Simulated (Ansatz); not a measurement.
# InSb: pressure series

The reference is InSb in the zinc blende structure (space group F-43m, No. 216; a = 6.6351 Å).

Cell and atoms are relaxed at each pressure.

Calculations: PBE (Ansatz, an electronic-structure program, PAW, spin-orbit coupling left out).

Problem. Only one of these has a band gap. Which?
(A) pressure 0.9 GPa
(B) pressure −1 GPa
(C) pressure 22.5 GPa

Solution. C, pressure 22.5 GPa. Computed: pressure 22.5 GPa: 0.81 eV; pressure −1 GPa: zero; pressure 0.9 GPa: zero

Spin-orbit coupling, missing from the scalar runs, can matter with Sb. Load acts through the strain it causes; cell and atoms are relaxed under it. No phonon test of stability was made. Tetrahedral semiconductors of this kind turn to denser phases somewhere between about 1 and 50 GPa; those were not computed, so compressed cells here can lie past the real transition. The final runs are not spin-polarised. A zero or small gap of InSb can be the functional's error rather than a property of the material.
